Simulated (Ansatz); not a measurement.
## Hypothetical rutile SnSe2: element substitutions

Start from SnSe2 in the rutile structure (space group P4_2/mnm, No. 136; a = 6.4827 Å, c = 3.9714 Å; a hypothetical phase, not in the database extracts checked).

Each row replaces one element on all its sites; cell and atoms are relaxed.

Computed with Ansatz (a quantum-chemistry and plane-wave program) r2SCAN, no SOC, earlier PAW set.

**Question.** Only one of these has a band gap. Which?
A) Sn → Mn
B) Se → O
C) Sn → W

**Answer.** B, Se → O. Computed: Sn → Mn: zero; Sn → W: zero; Se → O: 1.79 eV

Other magnetic orders, which the real material may have, were not ruled out. Stability against distortions was not tested. As relaxed here, MnSe2 and WSe2 are hypothetical phases, not in the database extracts checked. Spin-polarised in the final run: MnSe2; the other runs are not. WSe2 has a high density of states at the Fermi level and may be magnetic at this level. The zero or small gap of SnSe2 can change with the level of theory.
